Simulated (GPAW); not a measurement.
GPAW run on CrB (Cmcm, 4 atoms in the cell): self-consistent single point.

Method of the run: LDA (Perdew-Wang 92), GPAW PAW datasets LDA (gpaw-data 1.0.1) (plane waves; GPAW).

```yaml
crystal:
  lattice:
    - [1.45169, -3.89914, 0.00000]
    - [1.45169, 3.89914, 0.00000]
    - [0.00000, 0.00000, 2.90195]
  atoms:
    - { symbol: Cr, position: [0.85462, 0.14538, 0.75000] }
    - { symbol: Cr, position: [0.14538, 0.85462, 0.25000] }
    - { symbol: B, position: [0.56494, 0.43506, 0.75000] }
    - { symbol: B, position: [0.43506, 0.56494, 0.25000] }
```

Reference input (self-consistent single point, DFT PBEsol, plane waves, GPAW PAW datasets PBEsol (made by gpaw-setup)): mode = pw; ecut = 950 eV; xc = PBEsol; kpts = 8 8 8; mesh shift (steps) = 0 0 0; occupations.name = fermi-dirac; occupations.width = 0.1 eV; nbands = -8; convergence.density = 1e-05 e/electron; symmetry.symmorphic = false; symmetry.tolerance = 0.0005; maxiter = 120. This run's input differs from it in these lines:

```diff
@@ -15,3 +15,3 @@
 calc = GPAW(mode={'name': 'pw', 'ecut': 950},
-            xc='PBEsol',
+            xc='LDA',
             kpts={'size': (8, 8, 8), 'gamma': True},
```

Its files differ too (potentials: GPAW PAW datasets LDA (gpaw-data 1.0.1)).

Output, abridged:

```
     iter     time        total  log10-change:
                         energy   eigst   dens
iter:   1 --:--:--   -47.738901
iter:   2 --:--:--   -44.758368   -0.07  -0.69
iter:   3 --:--:--   -38.388521   +0.40  -0.76
iter:   4 --:--:--   -38.543323   -0.83  -1.39
iter:   5 --:--:--   -38.488842   -1.30  -1.38
iter:   6 --:--:--   -38.384436   -1.01  -1.47
iter:   7 --:--:--   -38.400337   -1.76  -1.93
iter:   8 --:--:--   -38.397443   -2.07  -1.90
iter:   9 --:--:--   -38.370120   -1.90  -1.93
iter:  10 --:--:--   -38.369896   -2.38  -2.49
iter:  11 --:--:--   -38.370514c  -2.80  -2.82
iter:  12 --:--:--   -38.371576c  -2.84  -2.76
   [... lines left out ...]
iter:  35 --:--:--   -38.371709c  -5.98  -4.35
iter:  36 --:--:--   -38.371710c  -6.17  -4.85
iter:  37 --:--:--   -38.371710c  -6.37  -5.05c
iter:  38 --:--:--   -38.371711c  -6.42  -5.07c
iter:  39 --:--:--   -38.371711c  -6.63  -5.31c
iter:  40 --:--:--   -38.371710c  -6.68  -5.38c
iter:  41 --:--:--   -38.371711c  -6.81  -5.13c
   [... 3 lines left out ...]
iter:  45 --:--:--   -38.371711c  -7.14  -5.88c
iter:  46 --:--:--   -38.371711c  -7.22  -5.96c
iter:  47 --:--:--   -38.371711c  -7.29  -6.00c
iter:  48 --:--:--   -38.371711c  -7.34  -6.02c
iter:  49 --:--:--   -38.371711c  -7.47c -6.06c
Converged after 49 iterations.

Dipole moment: (-0.000000, -0.000000, -0.000000) |e|*Ang

Energy contributions relative to reference atoms: (reference = -58378.595291)

Kinetic:        -11.086431
Potential:       +2.521217
External:        +0.000000
XC:             -30.115191
Entropy (-ST):   -0.093271
Local:           +0.355329
SIC:             +0.000000
--------------------------
Free energy:    -38.418346
Extrapolated:   -38.371711

Showing only first 2 kpts
 Kpt  Band  Eigenvalues  Occupancy
  0     7     11.38738    1.99895
  0     8     11.88155    1.86348
  0     9     12.06041    1.39067
  0    10     12.55332    0.03248

  1     7     10.96216    1.99999
  1     8     12.09247    1.24705
  1     9     12.09735    1.22399
  1    10     12.59675    0.02116

Fermi level: 12.14292

No gap
No difference between direct/indirect transitions
Energy (eV): -38.371711

Forces in eV/Ang:
  0 Cr    0.00000   -0.03025   -0.00000
  1 Cr    0.00000    0.03025    0.00000
  2 B     0.00000    0.06530   -0.00000
  3 B     0.00000   -0.06530   -0.00000

Stress tensor:
     0.058657     0.000000     0.000000
     0.000000     0.063113    -0.000000
     0.000000    -0.000000     0.062409
Stress (GPa, Voigt): [ 9.3978 10.1117  9.999  -0.      0.      0.    ]
```

The run converged in 49 iterations. GPAW prints stress with tension positive. Against the reference run the largest force goes from 0.080 to 0.065 eV/Å.

At such cutoffs GPAW's stress carries a finite-basis (Pulay) error, which enters relaxed cells too; its log prints stress with tension positive.

The starting cell comes from a database of computed structures (which also holds hypothetical and non-ambient phases and stackings), without a prior relaxation at this level. Spin polarisation is off.

Cost on one core of a shared machine: roughly 6 min.
